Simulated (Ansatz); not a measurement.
The parent structure is W$_{3}$N$_{4}$ (space group Pm-3m, No. 221; a = 4.215 Å). Axes: x, y, z lie along the cube axes.

The values are results of PBE in Ansatz (plane waves to 420 eV, PAW, no spin-orbit coupling), not measurements.

For the base:

```
Property           Result
---------------  --------
Pressure          0.0 GPa
Volume per atom  10.70 Å³
```

It is then changed as follows: compressive biaxial strain of 2.99 % in the plane normal to [001], as in epitaxy on a mismatched substrate; the out-of-plane cell vector and the atoms relax.

Task: Predict the new energy relative to the base, pressure and volume per atom.

Result: The energy goes up by 57 meV/atom; the pressure (mean of the normal stresses, compression positive) goes from zero to 20.3 GPa; the volume per atom decreases by 0.50 Å³ (10.70 Å³ → 10.20 Å³).

Without a gap, meshes like the base's 11×11×11 leave anisotropic stresses uncertain by several tenths of a GPa, and small strain energies with them. Whether these cells are dynamically stable was not tested. All final runs are without spin polarisation.

Ansatz is a program for electronic structure.
